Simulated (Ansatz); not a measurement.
An Ansatz (a first-principles code) input (Ansatz, LDA, PAW, cutoff 420 eV, no SOC):

Ansatz 0.2 input:
```yaml
crystal:
  lattice:
    - [3.1272691354, 0, 0]
    - [-1.5636345677, 2.6486987929, 0]
    - [0, 0, 10.0119977635]
  atoms:
    - { symbol: Si, position: [0, 0, 0.5003095146] }
    - { symbol: Si, position: [0, 0, 0.0003095146] }
    - { symbol: Si, position: [0.3333333333, 0.6666666667, 0.2502510735] }
    - { symbol: Si, position: [0.6666666667, 0.3333333333, 0.7502510735] }
    - { symbol: C, position: [0, 0, 0.3128557656] }
    - { symbol: C, position: [0, 0, 0.8128557656] }
    - { symbol: C, position: [0.3333333333, 0.6666666667, 0.0622136463] }
    - { symbol: C, position: [0.6666666667, 0.3333333333, 0.5622136463] }
basis: { ecutwfc: 420, ecutrho_ratio: 4, xc_grid: 2, fft_grid_basis: typed }
kpoints: { mp_grid: { grid: [12, 12, 4] } }
hamiltonian:
  xc: lda
  dispersion: none
  pseudopotentials: { kind: paw }
scf: { occupations: { method: fermi_dirac, width: 0.05 }, convergence: { dr2_threshold: 0.0000000008 } }
relax: { f_tol: 0.005, max_steps: 50 }
output: { forces: true, stress: true }
checkpoint: { write: state.ck, write_every: 1000 }
```

**Question.** Which symmetry and how many k-points will the program report, and about how many plane waves at Γ?

**Answer.** Space group Cmc21 (ITA 36) with 4 operations, k-points 129 of 576, and 1609 plane waves at Γ.

**Question.** And the final pressure?

**Answer.** -4.91 GPa (compression positive).

The cells carry an imposed strain or load. No phonon test of stability was made. The cell was made from SiC (space group P6_3mc, No. 186) by this change: uniaxial strain ε_xx = +2.25 %.
